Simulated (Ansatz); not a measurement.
# A series of runs on NbAs (P-6m2, 2 atoms in the cell)

```cif
data_AsNb
_chemical_formula_sum 'Nb1 As1'
_space_group_name_H-M_alt 'P 1'
_space_group_IT_number 1
_cell_length_a 3.54110
_cell_length_b 3.54110
_cell_length_c 3.45594
_cell_angle_alpha 90.000
_cell_angle_beta 90.000
_cell_angle_gamma 120.000
loop_
_space_group_symop_operation_xyz
  'x, y, z'
loop_
_atom_site_label
_atom_site_type_symbol
_atom_site_fract_x
_atom_site_fract_y
_atom_site_fract_z
_atom_site_occupancy
Nb1 Nb 0.00000 0.00000 0.00000 1
As1 As 0.66667 0.33333 0.50000 1
```

Base run A: LDA (PW92), default PAW files made with PBE (Ansatz, a quantum-chemistry and plane-wave program), self-consistent single point.

Its settings: basis.ecutwfc = 420 eV; kpoints.mp_grid.grid = 6 6 5; hamiltonian.xc = lda; hamiltonian.pseudopotentials = {kind: paw} (the program's default PAW files); scf.occupations.method = cold; scf.occupations.width = 0.05 eV.

The starting cell was generated: these elements placed on a structure prototype, without a prior relaxation; it need not be a known phase or ordering of this composition. Spin polarisation is off. In the base run, with a pressure of about -15 GPa the cell is away from its equilibrium volume at this level. Ansatz's pressure includes its estimate of the finite-basis (Pulay) stress. Without a gap this mesh is coarse (it stands for a supercell whose shortest vector is 17 Å).

ΔF is the free energy per atom less that of run A. 

```json
[
 {"run": "A", "scf.mixing.algorithm, scf.mixing.beta": "default (the program chose MSR1), default", "ΔF (meV/atom)": "0.00", "pressure (GPa)": "-14.79", "iterations": "6"},
 {"run": "B", "scf.mixing.algorithm, scf.mixing.beta": "broyden, 0.02", "ΔF (meV/atom)": "0.00", "pressure (GPa)": "-14.79", "iterations": "11"},
 {"run": "C", "scf.mixing.algorithm, scf.mixing.beta": "broyden, 0.05", "ΔF (meV/atom)": "0.00", "pressure (GPa)": "-14.79", "iterations": "10"},
 {"run": "D", "scf.mixing.algorithm, scf.mixing.beta": "broyden, 0.1", "ΔF (meV/atom)": "0.00", "pressure (GPa)": "-14.79", "iterations": "9"},
 {"run": "E", "scf.mixing.algorithm, scf.mixing.beta": "broyden, 0.2", "ΔF (meV/atom)": "0.00", "pressure (GPa)": "-14.79", "iterations": "7"},
 {"run": "F", "scf.mixing.algorithm, scf.mixing.beta": "broyden, 0.3", "ΔF (meV/atom)": "0.00", "pressure (GPa)": "-14.79", "iterations": "7"},
 {"run": "G", "scf.mixing.algorithm, scf.mixing.beta": "broyden, 0.5", "ΔF (meV/atom)": "0.00", "pressure (GPa)": "-14.79", "iterations": "6"},
 {"run": "H", "scf.mixing.algorithm, scf.mixing.beta": "broyden, 0.7", "ΔF (meV/atom)": "0.00", "pressure (GPa)": "-14.79", "iterations": "6"},
 {"run": "I", "scf.mixing.algorithm, scf.mixing.beta": "broyden, 0.9", "ΔF (meV/atom)": "0.00", "pressure (GPa)": "-14.79", "iterations": "6"},
 {"run": "J", "scf.mixing.algorithm, scf.mixing.beta": "broyden, 1", "ΔF (meV/atom)": "0.00", "pressure (GPa)": "-14.79", "iterations": "6"}
]
```

Runs B, C, D, E, F, G, H, I, J reached the same state as A (within 1 meV/atom). The fewest iterations to that state were 6 (A, G, H, I, J); the most were 11.

Keys are those of Ansatz 0.2.
